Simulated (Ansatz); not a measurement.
Start from MgS in the rock salt structure (space group Fm-3m, No. 225; a = 5.182 Å).

The change: cell and atoms relaxed at a pressure of 1.5 GPa.

Levels (all Ansatz, a first-principles code, PAW): PBEsol (420 eV, scalar-relativistic without spin-orbit coupling); r2SCAN (500 eV, spin-orbit coupling left out); HSE06 (420 eV, no SOC).

At the geometry relaxed with PBEsol, these levels gave the following band gaps, in shuffled order: (a) 2.76 eV, (b) 3.88 eV, (c) 3.53 eV.

Problem. Match each gap to its level.

Solution. (a) PBEsol; (b) HSE06; (c) r2SCAN.

Single points use the geometry relaxed with PBEsol. HSE06 gaps are upper bounds (no full band path). Load acts through the strain it causes; cell and atoms are relaxed under it. Whether these cells are dynamically stable was not tested.
